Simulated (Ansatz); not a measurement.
The starting structures come from a database of crystals and need not be the phases stable at ambient conditions.

Inside the gap of an insulator the Bloch states are evanescent, with a wavenumber k + iκ along the transport direction.

Given:

```
CELL_PARAMETERS angstrom
      4.27206     0.08696     0.18285
      1.33203     7.44526     0.04594
     -0.27243    -3.19103     7.29247
ATOMIC_POSITIONS crystal
  Pd 0.00000 0.00000 0.00000
  Se 0.92349 0.48012 0.76589
  Se 0.07651 0.51988 0.23411
  Se 0.84297 0.27899 0.29260
  Se 0.15703 0.72101 0.70740
  Se 0.81508 0.79771 0.49360
  Se 0.18492 0.20229 0.50640
  Br 0.59533 0.18208 0.87206
  Br 0.40467 0.81792 0.12794
```

Space group of this cell: P-1. The cell was relaxed by PBE-D3(BJ); by r2SCAN its mean pressure is 0.7 GPa.

Transport runs along the normal of the first two printed cell vectors.

The gap is the functional's own. No spin-orbit coupling. Mid-gap values are interpolated on the energy grid.

Question: Compute, with r2SCAN (Ansatz, an electronic-structure program), the band gap and the smallest decay constant κ at mid-gap.

Answer: Gap 0.83 eV on a 8×6×4 mesh; κ = 0.190 1/Å, at (0.125, 0.250) of the in-plane reciprocal vectors. At the zone centre, at the nearest computed energy, the slowest state has κ = 0.20 1/Å.
